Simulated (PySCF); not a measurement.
PySCF 2.14.0, PBE/def2-svp, df: W(S)(F)(Cl)3 ([F][W](=[S])([Cl])([Cl])[Cl]), 6 atoms. The geometry is a generated start, not checked to be a minimum at this level.

| Property | Value |
|---|---|
| task | energy |
| method | pbe |
| basis | def2-svp |
| two-electron scheme | density fitting |
| mol.max_memory | 3000 MB |
| mf.max_cycle | 100 |
| mf.conv_tol | 1e-09 (default) |
| mf.grids.level | 3 (default) |
| effective core potentials | those of the basis set, past Kr |
| basis functions | 118 |
| grid points | 114096 |

```xyz
6

W      0.0274    -0.0113    -0.0072
S      1.9340    -0.5679    -0.8873
F      0.2502    -0.5126     1.8113
Cl    -1.1383     0.8397    -1.6881
Cl    -1.3122    -1.8058    -0.0528
Cl     0.2388     2.0580     0.8240
```

Charge 0 and multiplicity 1 are set for this test and not shown to be the ground state.

With the defaults (mf.DIIS = CDIIS, mf.diis_space = 8, mf.diis = true, mf.damp = 0, mf.diis_start_cycle = 1, mf.init_guess = minao, mf.level_shift = 0, newton = off) it converges in 16 Fock builds. One run each on 2 threads, 1 BLAS thread, with these changes:
- mf.init_guess = atom
- mf.level_shift = 0.1 Hartree
- mf.init_guess = 1e
- mf.diis = false
- mf.damp = 0.3, mf.diis_start_cycle = 4
- newton = Hessian by the SCF's own integrals
- mf.DIIS = EDIIS
- mf.diis = false, mf.damp = 0.7, mf.diis_start_cycle = 999
- mf.diis_space = 3

Task: Which of these changes keep the SCF from converging, or lead it to another solution?

Result: No convergence: mf.DIIS = EDIIS; mf.diis_space = 3; mf.diis = false; mf.diis = false, mf.damp = 0.7, mf.diis_start_cycle = 999 (the run ends without SCF convergence in 100 cycles). The rest reach the solution of the defaults.

```csv
setting,Fock builds,end
mf.level_shift = 0.1 Hartree,15,same solution
the defaults,16,same solution
mf.init_guess = atom,18,same solution
"mf.damp = 0.3, mf.diis_start_cycle = 4",24,same solution
mf.init_guess = 1e,25,same solution
newton = Hessian by the SCF's own integrals,53,same solution
mf.DIIS = EDIIS,101,no convergence
mf.diis_space = 3,101,no convergence
mf.diis = false,101,no convergence
"mf.diis = false, mf.damp = 0.7, mf.diis_start_cycle = 999",101,no convergence
```

Under newton the count holds the products with the orbital Hessian.
